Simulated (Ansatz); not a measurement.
For GeSe (model structure, started from the 4H type, P6₃mc, No. 186, 8 atoms in the cell), LDA in Ansatz (plane waves, PAW) gives:

* **lattice constant a**: 4.666 Å
* **c axis length**: 10.983 Å
* **bulk modulus**: 38.8 GPa
* **cohesive energy**: 4.11 eV/atom
* **band gap**: 0.34 eV

What does PBEsol (Ansatz, a program for electronic structure, plane waves, PAW) give for the same quantities?


- lattice constant a: 4.713 Å (rises by 1.0 %)
- lattice parameter c: 11.105 Å (goes up by 1.1 %)
- bulk modulus: 36.1 GPa (drops by 7.0 %)
- cohesive energy: 3.65 eV/atom (drops by 0.46 eV/atom)
- band gap: 0.47 eV (goes up by 0.13 eV)

Changes are worked out from the printed values.

Unless a cell is named, each level is at its own relaxed cell (LDA 25.89, PBEsol 26.70 Å³/atom).

Levels without +SOC have no spin–orbit coupling; where heavier elements are present it shifts gaps, mostly down, and can invert bands. Density-functional gaps are differences of (generalised) Kohn–Sham levels.

Caveats: the bulk modulus is −V dP/dV from two relaxed cells at ±2 % in volume (LDA, PBEsol). Ansatz's density-functional and Hartree–Fock values are scalar-relativistic unless marked +SOC, with PAW data made under PBE.

A model structure was made by putting elements into a prototype or built by hand; it is no filed structure, need not be a known phase, and can be a saddle point held by its symmetry.
